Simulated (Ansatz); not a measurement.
Start from Si in the diamond structure (space group Fd-3m, No. 227; a = 5.434 Å). Axes: x, y, z lie along the cube axes.

All numbers come from Ansatz (an electronic-structure program), PBEsol, PAW, cutoff 420 eV, spin-orbit coupling left out.

Strains are applied to the cell and any free atomic positions relax.

One change was made to it. Results:

The band gap decreases by 0.11 eV, from 0.47 eV to 0.36 eV; the valence-band top at Γ (three highest levels, from the VBM) becomes 0.00, -0.08, -0.16 eV (base: 0.00, 0.00, 0.00 eV); the energy grows by 1.4 meV/atom; the smallest direct gap falls by 0.18 eV, from 2.52 eV to 2.34 eV.

Task: Which change produced these results?
A) tensor shear ε_xy = +1.14 %
B) tensor shear ε_xy = +1.71 %
C) tensor shear ε_xy = +0.86 %

Result: C, tensor shear ε_xy = +0.86 %. For comparison, the band gap in the other runs: tensor shear ε_xy = +1.14 % gives 0.31 eV; tensor shear ε_xy = +1.71 % gives 0.18 eV.

Whether these cells are dynamically stable was not tested. A zero or small gap of Si under tensor shear ε_xy = +1.71 % can be the functional's error rather than a property of the material.
